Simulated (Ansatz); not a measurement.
The starting structures come from a database of crystals and need not be the phases stable at ambient conditions.

 Where the default PAW files enter, the runs use the earlier of Ansatz's two default sets.

Given:

```xyz
10
Lattice="5.4059 0.0000 0.0000 -2.7029 4.6816 0.0000 2.7029 1.5605 4.8637" Properties=species:S:1:pos:R:3 pbc="T T T"
In     5.4059     3.1211     4.5166
In     0.0000     3.1211     0.3471
In     2.7029     1.5605     2.7789
In     2.7029     4.6816     2.0848
O      1.1001     1.5605     1.2159
O      4.3058     4.6816     3.6478
O      0.8014     4.8541     1.2159
O      4.6045     1.3881     3.6478
O      3.5044     2.9486     1.2159
O      1.9015     3.2936     3.6478
```

Space group of this cell: R-3c, corundum. The cell is strained (lengths across the current scaled by 0.98, ions clamped); by r2SCAN its mean pressure is 7.5 GPa.

Transport runs along the normal of the first two printed cell vectors, the (001) (indices of the unstrained crystal) plane of the conventional cell.

The gap is the functional's own, uncorrected, and κ follows it; spin-orbit coupling is left out. Mid-gap values are interpolated between the computed energies.

Problem. Give the band gap and the smallest decay constant κ at mid-gap that r2SCAN (Ansatz, a program for electronic structure) yields.

Solution. Gap 2.03 eV on a 8×8×8 mesh; κ = 0.183 1/Å, at the zone centre.
